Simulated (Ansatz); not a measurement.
**Response to strain in Sn**

Base system: Sn in the diamond structure (space group Fd-3m, No. 227; a = 6.567 Å). Axes: x, y, z lie along the cube axes.

Strains are applied to the cell and any free atomic positions relax; under biaxial strain the out-of-plane vector relaxes too; under stress the whole cell relaxes.

The values are results of Ansatz (a first-principles code) r2SCAN, no spin-orbit coupling, not measurements.

Notes on the quantities. energy relative to the base: free energy F.

| variant | energy relative to the base | shortest interatomic distance | space group |
|---|---|---|---|
| base | 0 meV/atom | 2.843 Å | Fd-3m (No. 227) |
| biaxial strain −2.10 %, plane normal [001], relaxed out of plane | +7.0 meV/atom | 2.823 Å | I4_1/amd (No. 141) |
| isotropic strain +0.48 % | +1.0 meV/atom | 2.857 Å | Fd-3m (No. 227) |
| uniaxial strain ε_yy = +3.56 % | +8.9 meV/atom | 2.878 Å | I4_1/amd (No. 141) |
| uniaxial strain ε_zz = +1.82 % | +2.4 meV/atom | 2.861 Å | I4_1/amd (No. 141) |
| uniaxial strain ε_zz = +3.85 % | +10 meV/atom | 2.880 Å | I4_1/amd (No. 141) |
| uniaxial stress, 1 GPa tension along x | (withheld) | (withheld) | I4_1/amd (No. 141) |
| uniaxial stress, 3 GPa tension along x | +20 meV/atom | 2.871 Å | I4_1/amd (No. 141) |
| uniaxial stress, 2 GPa tension along x | +8.9 meV/atom | 2.861 Å | I4_1/amd (No. 141) |
| tensor shear ε_xz = +0.78 % | +0.8 meV/atom | 2.838 Å | Imma (No. 74) |

**Question.** Some entries are withheld; estimate them.

**Answer.** 
- uniaxial stress, 1 GPa tension along x, energy relative to the base: +2.3 meV/atom
- uniaxial stress, 1 GPa tension along x, shortest interatomic distance: 2.851 Å

Stability under load was not tested beyond the relaxation.
